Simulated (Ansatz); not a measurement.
## PdGe2 (model structure, started from the C54 type, Fddd, No. 70, 6 atoms in the cell)

Level of theory: PBE (PAW; Ansatz, a program for electronic structure).

Run with plane-wave cutoff 500 eV, 10×10×10 k mesh, Fermi–Dirac smearing 0.05 eV, scalar-relativistic PAW data made under PBE.

Cell (relaxed at this level):

```xyz
6
Lattice="0.0000 4.1748 5.1239 2.4143 0.0000 5.1239 2.4143 4.1748 0.0000" Properties=species:S:1:pos:R:3 pbc="T T T"
Ge     2.4143     5.5783     5.1239
Ge     2.4143     2.7713     5.1239
Ge     3.6215     4.8587     7.6859
Ge     3.6215     7.6657     7.6859
Pd     0.0000     0.0000     0.0000
Pd     1.2072     2.0874     2.5620
```

```json
{
 "band_gap": "none"
}
```

Note: the relaxation could raise the start's symmetry but not lower it, so the cell can be a saddle point.

Spin–orbit coupling is not included.

Computing time: very roughly 7 core-minutes.

A model structure was made by putting elements into a prototype or built by hand; it is no filed structure, need not be a known phase, and can be a saddle point held by its symmetry.
